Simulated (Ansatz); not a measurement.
Worked example: self-consistent single point of TiSi₂ (Cmcm, 6 atoms in the cell) in Ansatz (a program for electronic structure).

Method of the run: PBE, harder PAW files (source: ansatz) (plane waves; Ansatz).

```
CELL_PARAMETERS angstrom
      1.80385    -7.11866     0.00000
      1.80385     7.11866     0.00000
      0.00000     0.00000     3.54966
ATOMIC_POSITIONS crystal
  Si 0.93900 0.06100 0.25000
  Si 0.06100 0.93900 0.75000
  Si 0.25000 0.75000 0.25000
  Si 0.75000 0.25000 0.75000
  Ti 0.60400 0.39600 0.25000
  Ti 0.39600 0.60400 0.75000
```

Reference input (self-consistent single point, DFT, PBE, plane waves, harder PAW files (source: ansatz)): basis.ecutwfc = 54.4 Ry; kpoints.mp_grid.grid = 6 6 6; kpoints.mp_grid.shift = 0.5 0.5 0.5; hamiltonian.xc = pbe; hamiltonian.pseudopotentials = {kind: paw, source: ansatz}; scf.occupations.method = cold; scf.occupations.width = 0.0037 Ry. This run's input differs from it in these lines:

Ansatz 0.2 input:
```diff
@@ -16,3 +16,3 @@
 kpoints:
-  mp_grid: { grid: [6, 6, 6], shift: [0.5, 0.5, 0.5] }
+  mp_grid: { grid: [18, 18, 18], shift: [0.5, 0.5, 0.5] }
 hamiltonian:
```

Output, abridged:

```
SCF iter   1: F=—  HF=-7548.513012 eV  |F-HF|=—  |Δ(HF+E_count)|=         —  Δρ=9.82e-2  dr2=1.32e1  ethr=3.10e-3  ⟨swp⟩=8.0  Hψ=114390  notcnv=0
all-band conjugate gradients solve this SCF's bands
preconditioner: auto → Kerker (q_TF=auto, 2.378 Å⁻¹)
SCF iter   2: F=—  HF=-7545.784058 eV  |F-HF|=—  |Δ(HF+E_count)|=    2.73e0  S|Δr|=    0.00e0  Δρ=3.27e-2  dr2=1.01e0  ethr=3.10e-3  ⟨swp⟩=4.0  Hψ=56459  notcnv=0  defer=1181
   [... lines left out ...]
SCF iter   7: F=—  HF=-7545.632240 eV  |F-HF|=—  |Δ(HF+E_count)|=   1.75e-4  S|Δr|=    0.00e0  Δρ=4.66e-5  dr2=2.56e-6  ethr=6.85e-8  ⟨swp⟩=2.7  Hψ=38878  notcnv=0  defer=1175
SCF iter   8: F=—  HF=-7545.632240 eV  |F-HF|=—  |Δ(HF+E_count)|=   2.02e-7  S|Δr|=    0.00e0  Δρ=9.85e-6  dr2=1.15e-7  ethr=6.40e-9  ⟨swp⟩=2.2  Hψ=26906  notcnv=0  defer=1173
SCF iter   9: F=-7545.632240 eV  HF=-7545.632240 eV  |F-HF|=1.63e-8  |Δ(HF+E_count)|=   2.30e-8  S|Δr|=    0.00e0  Δρ=3.27e-6  dr2=1.86e-8  ethr=2.50e-10  ⟨swp⟩=13.0  Hψ=107138  notcnv=0
SCF 1 converged in 9 iterations: F = -7545.632240 eV  dr2 = 1.86e-8
Stability not checked (fill_not_monotonic)
Free energy (F): -7545.632240 eV
Internal energy: -7545.631821 eV  (E = F + TS)
E sigma→0 (E₀):  -7545.632100 eV
Entropy (-TS):   -0.000419 eV (-0.070 meV/atom)
Fermi energy:    11.930122 eV
--- Forces (eV/Å), atoms counted from 1 ---
  atom   1  Si     0.00000000    -0.50543154     0.00000000
  atom   2  Si     0.00000000     0.50543154     0.00000000
  atom   3  Si     0.00000000     0.03031649     0.00000000
  atom   4  Si     0.00000000    -0.03031649     0.00000000
  atom   5  Ti     0.00000000    -0.27436101     0.00000000
  atom   6  Ti     0.00000000     0.27436101     0.00000000
--- Stress (GPa, compression-positive) ---
       -5.311508       0.000000       0.000000
        0.000000     -10.259928       0.000000
        0.000000       0.000000      -2.132232
  P = ⅓ Tr σ = -5.9012 GPa (-59.012 kbar)
  The stress holds the Pulay correction. Without it, at fixed plane waves, as pw.x and ABINIT print it: P = -5.9034 GPa
```

The run converged in 9 iterations. Against the reference run the free energy goes down by 1.6 meV/atom, the pressure stays near -5.90 GPa while the yy stress (positive for compression) goes from -10.61 to -10.26 GPa and the largest force goes from 0.495 to 0.505 eV/Å.

The starting cell was generated: these elements placed on a structure prototype, without a prior relaxation; it need not be a known phase or ordering of this composition. Its lattice was rescaled by a random factor within 2.5 % of one. Spin polarisation is off. With a pressure of about -6 GPa the cell is away from its equilibrium volume at this level. Ansatz's pressure includes its estimate of the finite-basis (Pulay) stress.

Cost on one core of a shared machine: roughly 5 min.
